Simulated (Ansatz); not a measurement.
The starting structures come from a database of crystals and need not be the phases stable at ambient conditions.

## Evanescent states of Cs3H5Pd (P4/mbm, not sure to be the ambient phase, 18 atoms a cell, 23.4 Å³ an atom) along the normal of (110)

Level of theory: PBEsol (plane waves, PAW; Ansatz, a program for electronic structure).

No gap correction and no spin-orbit coupling; mid-gap values are interpolated between computed energies.

Energies count from the valence-band top; κ is the least over a 6×4 mesh across the current.

```json
[
 {"E (eV)": "0.06", "κ (1/Å)": "0.097", "where": "off Γ"},
 {"E (eV)": "0.17", "κ (1/Å)": "0.159", "where": "off Γ"},
 {"E (eV)": "0.28", "κ (1/Å)": "0.197", "where": "off Γ"},
 {"E (eV)": "0.39", "κ (1/Å)": "0.223", "where": "off Γ"},
 {"E (eV)": "0.49", "κ (1/Å)": "0.242", "where": "off Γ"},
 {"E (eV)": "0.60", "κ (1/Å)": "0.256", "where": "off Γ"},
 {"E (eV)": "0.71", "κ (1/Å)": "0.267", "where": "off Γ"},
 {"E (eV)": "0.82", "κ (1/Å)": "0.275", "where": "off Γ"},
 {"E (eV)": "0.94", "κ (1/Å)": "0.280", "where": "off Γ"},
 {"E (eV)": "1.04", "κ (1/Å)": "0.282", "where": "off Γ"},
 {"E (eV)": "1.16", "κ (1/Å)": "0.282", "where": "off Γ"},
 {"E (eV)": "1.26", "κ (1/Å)": "0.280", "where": "off Γ"},
 {"E (eV)": "1.38", "κ (1/Å)": "0.275", "where": "off Γ"},
 {"E (eV)": "1.49", "κ (1/Å)": "0.267", "where": "off Γ"},
 {"E (eV)": "1.59", "κ (1/Å)": "0.257", "where": "off Γ"},
 {"E (eV)": "1.71", "κ (1/Å)": "0.243", "where": "off Γ"},
 {"E (eV)": "1.81", "κ (1/Å)": "0.207", "where": "Γ"},
 {"E (eV)": "1.93", "κ (1/Å)": "0.156", "where": "Γ"},
 {"E (eV)": "2.04", "κ (1/Å)": "0.072", "where": "Γ"}
]
```

**Question.** How thick must the barrier be to attenuate the transmission by 10^4 when the electrodes' Fermi level lies at 0.06 eV, and what attenuation does that film give at 0.60 eV?

**Answer.** d = 4 ln 10 / (2 × 0.097) = 47.5 Å. At 0.60 eV it gives 4 × 0.256/0.097 = 10.6 decades.
